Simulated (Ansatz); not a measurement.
Results of PBEsol (plane waves, PAW; Ansatz, a first-principles code) for HfS₂ (model structure, started from the anatase type, I4₁/amd, No. 141, 6 atoms in the cell).

Numerical settings: plane-wave cutoff 500 eV, 12×12×12 k mesh, Fermi–Dirac smearing 0.05 eV, scalar-relativistic PAW data made under PBE.

Cell (relaxed at this level):

```
CELL_PARAMETERS angstrom
     -2.50115     2.50115     5.42539
      2.50115    -2.50115     5.42539
      2.50115     2.50115    -5.42539
ATOMIC_POSITIONS crystal
  Hf 0.50000 0.50000 0.00000
  Hf 0.25000 0.75000 0.50000
  S  0.26909 0.26909 0.00000
  S  0.01909 0.51909 0.50000
  S  0.48091 0.98091 0.50000
  S  0.73091 0.73091 0.00000
```

Give the computed band gap.


- band gap: 0.37 eV (on the SCF k mesh)

Note: the relaxation could raise the start's symmetry but not lower it, so the cell can be a saddle point.

Spin–orbit coupling is not included.

The computed numbers hold no vibrational or temperature effects.

It cost around 5 core-minutes (rough) of CPU time.

A model structure was made by putting elements into a prototype or built by hand; it is no filed structure, need not be a known phase, and can be a saddle point held by its symmetry.
